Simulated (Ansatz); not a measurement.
## Step by step: formation energy of H_i in Al (fcc, Fm-3m)

Consider the formation energy of H_i in Al (fcc, Fm-3m). Reaction: 108 Al (fcc) + 1/2 H2 (gas) → cell A.

A: a supercell of 108 sites of Al (fcc, Fm-3m) with H off the lattice sites (4 Al at 1.88 Å); spin state with PBE: run without spin.

Method: Ansatz (a quantum-chemistry and plane-wave program), PAW, neutral cells at 0 K with nuclei at rest, on structures from PBE. Ansatz runs with its default PAW set. Other levels take these structures. The lattices are those relaxed with PBE, so at other levels the solids can be strained, which adds to the spread. Larger cells are relaxed from a start prepared with the learned potential CHGNet, on a coarser mesh till forces fall under 0.03 eV/Å, which some starts already meet. A dispersion term (D3(BJ), or D4 for r2SCAN) was computed beside these levels and is taken off wherever the name lacks it. Mesh and cell size may move defect energies by 0.1 eV or more. Cell A has symmetry P-43m and got no random move, so less symmetric positions, which may lie lower, weren't tried.

Total energies of the cells in eV, at zero smearing width. They compare only within one column; the weights balance every element.

```csv
cell,atoms,weight,r2SCAN,PBEsol
A: Al:H_i,109,+1,-58378.35757,-56665.67556
Al (fcc),108,−1,-58363.10627,-56650.58859
H2 (gas),2,−1/2,-31.88989,-31.21752
```

r2SCAN: (-58378.35757) − (-58363.10627) − 1/2 × (-31.88989) = 0.694 eV.

PBEsol: (-56665.67556) − (-56650.58859) − 1/2 × (-31.21752) = 0.522 eV.
